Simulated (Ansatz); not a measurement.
# Cs2AgBiBr6: response to strain

The reference is Cs$_{2}$AgBiBr$_{6}$ (space group Fm-3m, No. 225; a = 10.996 Å). Axes: x, y, z lie along the cube axes.

Strains are applied to the cell and any free atomic positions relax; under biaxial strain the out-of-plane vector relaxes too.

Computed with LDA, PAW, 420 eV (Ansatz, a program for electronic structure; no SOC).

Candidates:
(a) biaxial strain −3.00 %, plane normal [001], relaxed out of plane
(b) biaxial strain −0.75 %, plane normal [001], relaxed out of plane
(c) biaxial strain −1.50 %, plane normal [001], relaxed out of plane
(d) biaxial strain −2.25 %, plane normal [001], relaxed out of plane

### Question
Order them by out-of-plane strain, lowest first.

### Answer
(b) biaxial strain −0.75 %, plane normal [001], relaxed out of plane (+0.50 %), (c) biaxial strain −1.50 %, plane normal [001], relaxed out of plane (+1.03 %), (d) biaxial strain −2.25 %, plane normal [001], relaxed out of plane (+1.57 %), (a) biaxial strain −3.00 %, plane normal [001], relaxed out of plane (+2.11 %)

Whether these cells are dynamically stable was not tested.
